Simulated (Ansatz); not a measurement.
Sc3PbC (Pm-3m), PBEsol, DFPT electron-phonon coupling, linearised Boltzmann equation (Ansatz, a quantum-chemistry and plane-wave program): phonon-limited resistivity 23.4 μΩ·cm at 300 K, 33.3 μΩ·cm at 400 K, current-weighted mean free path 8.8 nm, Drude plasma energy 2.93 eV.

**Question.** What Drude relaxation time do resistivity and plasma energy imply?

**Answer.** ω_p = 4.45e15 s⁻¹, so τ = 1/(ε₀ ω_p² ρ) = 24.4 fs, a damping ħ/τ of 27.0 meV.

**Question.** Estimate the resistivity of a 80 nm square wire with diffuse walls from ρ ≈ ρ₀(1 + 3ℓ/4d).

**Answer.** 1 + 0.75 × 8.8/80 = 1.08, so ρ ≈ 25.3 μΩ·cm and a line 1 μm long has 39.6 Ω. The formula is the free-electron limit for d well above ℓ; grain boundaries add to it.

**Question.** What is the classical skin depth at 1 GHz (nonmagnetic, μ₀ = 1.257×10⁻⁶ H/m)?

**Answer.** δ = √(ρ/(π f μ₀)) = 7700 nm.

A metal at this level (no band gap). Only scattering by harmonic phonons is included (no impurities, grain boundaries, electron-electron scattering or thermal expansion). Spin-orbit coupling is left out, which matters with elements this heavy. Halving the electron mesh (20x20x20) moves the resistivity by up to 1 % at 300 K, the mean free path by up to 2 %. Smearing 0.20 eV; phonons on a 3x3x3 q mesh, which this run doesn't test.

Computed structure with no diffraction record at hand here (it may be known, metastable or hypothetical): Sc3PbC (Pm-3m).
